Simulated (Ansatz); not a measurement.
Calculation: PBE (plane waves to 420 eV, PAW; Ansatz, a first-principles code).

Planar average of the electrostatic potential across the slab, in eV from the Fermi level, for a constructed model of the (111) surface of fcc Ag, (√3x√3)R30° layer of Pb, one a cell, in the other hollow (bottom of the slab: a bare face, its two planes held):

(z (Å), V (eV)): (3.67, 4.42); (3.95, 4.42); (4.24, 4.41); (4.52, 4.41); (4.80, 4.40); (5.08, 4.39); (5.37, 4.37); (5.65, 4.31); (5.93, 4.21); (6.21, 3.99); (6.50, 3.53); (6.78, 2.57); (7.06, 0.27); (7.34, -4.41); (7.62, -9.16); (7.91, -11.78); (8.19, -11.27); (8.47, -7.84); (8.75, -2.97); (9.04, 0.58); (9.32, 0.77); (9.60, -2.32); (9.88, -7.23); (10.17, -11.05); (10.45, -12.09); (10.73, -9.97); (11.01, -5.50); (11.30, -0.86); (11.58, 0.95); (11.86, -0.57); (12.14, -5.08); (12.43, -9.65); (12.71, -12.00); (12.99, -11.21); (13.27, -7.56); (13.56, -2.64); (13.84, 0.67); (14.12, 0.62); (14.40, -2.79); (14.69, -7.71); (14.97, -11.29); (15.25, -11.97); (15.53, -9.53); (15.81, -4.91); (16.10, -0.44); (16.38, 1.01); (16.66, -0.82); (16.94, -5.45); (17.23, -9.91); (17.51, -12.03); (17.79, -10.99); (18.07, -7.17); (18.36, -2.26); (18.64, 0.84); (18.92, 0.72); (19.20, -2.65); (19.49, -7.56); (19.77, -11.19); (20.05, -11.95); (20.33, -9.60); (20.62, -5.04); (20.90, -0.54); (21.18, 1.15); (21.46, 0.00); (21.75, -2.21); (22.03, -3.41); (22.31, -3.71); (22.59, -3.37); (22.87, -1.91); (23.16, 0.65); (23.44, 2.37); (23.72, 3.06); (24.00, 3.41); (24.29, 3.59); (24.57, 3.68); (24.85, 3.73); (25.13, 3.76); (25.42, 3.77); (25.70, 3.78); (25.98, 3.78); (26.26, 3.78); (26.55, 3.78)

Set-up: 19 atoms, 14.5 Å thick at the start; mesh 9x9x1; 0.1 eV smearing; dipole correction on; 6 atoms held, the rest relaxed; symmetry of the start imposed; no spin, no spin-orbit, no U. In PBE it is, or lies within 0.01 eV a 1x1 cell of, the lowest of the 2 structures of its composition computed so far; larger cells were not tried.

The surface cell has an area of 22.36 Å². What dipole along the normal does the step between the two vacuum levels imply?

the top vacuum level lies 0.63 eV below the bottom one; p = −ε₀ A ΔV (ε₀ = 0.005526 e/(V·Å)) gives 0.08 e·Å a cell.
